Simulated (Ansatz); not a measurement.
Consider KMgF₃ in the cubic perovskite structure (space group Pm-3m, No. 221; a = 3.991 Å).

Computed with PBEsol (Ansatz, a quantum-chemistry and plane-wave program, PAW, scalar-relativistic without spin-orbit coupling).

Base values:

- Pressure = 0.1 kbar
- Width of the top valence band = 0.57 eV
- Electron mass = 0.51 mₑ (at Γ)
- Band gap = 7.12 eV

Perturbation: every lattice vector is stretched by 0.60 %, atoms relaxed at fixed cell.

**Question.** What does the calculation give for the pressure after the change?

**Answer.** The pressure decreases by 12.5 kbar to -12.4 kbar.

**Question.** How does this affect the width of the top valence band?

**Answer.** The width of the top valence band is nearly the same (0.57 eV against 0.55 eV).

**Question.** Estimate the effect on the energy relative to the base.

**Answer.** The energy grows by 1.0 meV/atom.

**Question.** How does this affect the electron mass?

**Answer.** The electron mass changes from 0.51 mₑ (at Γ) to 0.50 mₑ (at Γ).

**Question.** What does the calculation give for the band gap after the change?

**Answer.** The band gap shrinks by 0.13 eV, from 7.12 eV to 6.99 eV.

The cells carry an imposed strain or load. Effective masses come from finite differences of ±0.01 Å⁻¹. Stability against distortions was not tested.
